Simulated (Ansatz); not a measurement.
**InP: tensor shear ε_xy = +1.14 %**

The reference is InP in the zinc blende structure (space group F-43m, No. 216; a = 5.907 Å). Axes: x, y, z lie along the cube axes.

Now apply this change: a pure shear with ε_xy = ε_yx = 0.0114, atoms relaxed at fixed cell.

The values are results of r2SCAN (Ansatz, a first-principles code, PAW, spin-orbit coupling left out), not measurements. k-mesh 10×10×10 (Γ-centred); smearing 0.05 eV (Fermi–Dirac).

| quantity | base | changed | shift |
|---|---|---|---|
| volume per atom | 25.76 Å³ | 25.76 Å³ | 0.00 Å³ |
| space group | F-43m (No. 216) | Imm2 (No. 44) | – |
| shortest interatomic distance | 255.8 pm | 255.1 pm | -0.64 pm |
| energy relative to the base (free energy F) | 0 meV/atom | +1.9 meV/atom | +1.9 meV/atom |
| pressure (mean of the normal stresses, compression positive) | 0.00 GPa | 0.00 GPa | +0.005 GPa |
| band gap | 1.03 eV | 0.94 eV | -0.09 eV |
| gap character | direct at Γ | direct at Γ | – |
| valence-band top at Γ (three highest levels, from the VBM) | 0.00, 0.00, 0.00 eV | 0.00, -0.08, -0.15 eV | – |
| valley order (the lowest conduction-band minima on the path, energy above the VBM, named in the base's zone) | Γ 1.03 eV; L along ⟨111⟩ 1.80 eV; X along ⟨100⟩ 2.04 eV | Γ 0.94 eV; L along [1-1-1] 1.62 eV; L along [111] 1.82 eV; X along [001] 1.91 eV | – |
| stress (xx, yy, zz, yz, xz, xy; compression positive) | – | (0.01, 0.01, -0.01, 0.00, 0.00, -1.05) GPa | – |

Cost of the whole job for the changed cell (relaxation, final SCF and bands): around 2.4 core-minutes (rough).

The cells carry an imposed strain or load. Stability against distortions was not tested. Labels are those of the standard path for the cell's own space group.
